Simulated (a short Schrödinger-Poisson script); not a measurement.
## MOS inversion layer, SiO2 on p-type Si(100)

Stack: MOS inversion layer, SiO2 on p-type Si(100), at 300 K.

| layer | material | thickness (nm) | Na (cm⁻³) |
|---|---|---|---|
| 1 | SiO2 | 3.4 | - |
| 2 | Si | 340 | 1.6e18 |

The device is made up for the run: typed textbook-type constants, with dimensions and the other settings drawn at random. SiO2: permittivity 3.9, conduction-band edge (eV) 3.15, gap (eV) 9, electron mass (mₑ) 0.5. Si: permittivity 11.7, conduction-band edge (eV) 0, gap (eV) 1.124, Nv at 300 K (cm⁻³) 3.1e19.

Channel valleys (confinement mass, in-plane density-of-states mass, number): Δ2 0.916, 0.19, 2; Δ4 0.19, 0.417, 4. At the gate the conduction-band edge of layer 1 lies 3.54 eV − eVg above the Fermi level of the channel; the field vanishes at the back. Gaps are held at their typed values at every temperature. Mesh 0.03 nm at interfaces.

Solved with a short Schrödinger-Poisson script written for these runs: 1D Poisson equation in equilibrium, electrons quantum, Hartree (BenDaniel-Duke, 12 states a valley, the channel's in-plane mass for all, wave functions free to enter the dielectric), parabolic valleys, classical holes, full ionisation, no traps, pinning or gate leakage.

| Vg (V) | electrons (cm⁻²) | C (μF/cm²) | Δ2 E0 (meV) | Δ2 E1 (meV) | Δ4 E0 (meV) | Δ4 E1 (meV) |
|---|---|---|---|---|---|---|
| 0.75 | 2.17e6 | 0.296 | 382.4 | 470.8 | 446.4 | 589.9 |
| 0.9 | 1.08e8 | 0.283 | 280.6 | 373.5 | 347.5 | 499.0 |
| 1.05 | 5.72e9 | 0.288 | 177.2 | 274.3 | 246.7 | 405.6 |
| 1.2 | 1.62e11 | 0.548 | 90.0 | 190.8 | 161.8 | 326.8 |
| 1.35 | 7.16e11 | 0.771 | 49.9 | 153.9 | 123.8 | 292.2 |
| 1.5 | 1.44e12 | 0.839 | 30.0 | 136.9 | 105.8 | 276.6 |
| 1.65 | 2.22e12 | 0.868 | 16.7 | 126.5 | 94.5 | 267.3 |
| 1.8 | 3.03e12 | 0.884 | 6.6 | 119.1 | 86.1 | 260.8 |
| 1.95 | 3.86e12 | 0.895 | -1.8 | 113.4 | 79.5 | 255.9 |
| 2.1 | 4.69e12 | 0.903 | -9.1 | 108.7 | 74.0 | 252.0 |
| 2.25 | 5.53e12 | 0.908 | -15.5 | 104.8 | 69.2 | 248.8 |
| 2.4 | 6.38e12 | 0.913 | -21.5 | 101.5 | 64.9 | 246.1 |
| 2.55 | 7.24e12 | 0.917 | -27.0 | 98.6 | 61.0 | 243.7 |
| 2.7 | 8.10e12 | 0.920 | -32.1 | 95.9 | 57.4 | 241.7 |
| 2.85 | 8.96e12 | 0.923 | -37.0 | 93.6 | 54.1 | 239.9 |
| 3 | 9.82e12 | 0.925 | -41.6 | 91.5 | 51.0 | 238.3 |
| 3.15 | 1.07e13 | 0.928 | -46.1 | 89.6 | 48.1 | 236.9 |
| 3.3 | 1.16e13 | 0.930 | -50.3 | 87.8 | 45.3 | 235.6 |

Gate voltages with under 1e6 electrons/cm² are left out.

Subbands count from the Fermi level.
